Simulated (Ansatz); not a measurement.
## Ru under a change: uniaxial strain ε_xx = −0.50 %

Start from Ru in the hcp (Mg type) structure (space group P6_3/mmc, No. 194; a = 2.7043 Å, c = 4.2629 Å; relaxed with 0.1 eV smearing). Axes: x lies along a and z along c of the hexagonal cell.

Modification: the cell is compressed by 0.50 % along x with no lateral relaxation, atoms relaxed at fixed cell.

Method: DFT with r2SCAN, PAW potentials and a 500 eV plane-wave cutoff in Ansatz (a first-principles code), without spin-orbit coupling. k-mesh 24×24×14 (Γ-centred); smearing 0.1 eV (Fermi–Dirac).

```csv
quantity,base,changed,shift
volume per atom,13.50 Å³,13.43 Å³,-0.07 Å³
shortest interatomic distance,2.642 Å,2.639 Å,-0.003 Å
energy relative to the base (free energy F),0 meV/atom,+0.6 meV/atom,+0.6 meV/atom
"pressure (mean of the normal stresses, compression positive)",0.0 GPa,1.7 GPa,+1.7 GPa
band gap,zero,zero,–
"stress (xx, yy, zz, yz, xz, xy; compression positive)",–,"(3.1, 1.0, 0.9, 0.0, 0.0, 0.0) GPa",–
```

Cost of the whole job for the changed cell (relaxation, final SCF and bands): around 2.6 core-minutes (rough).

Whether these cells are dynamically stable was not tested. The final runs are not spin-polarised.
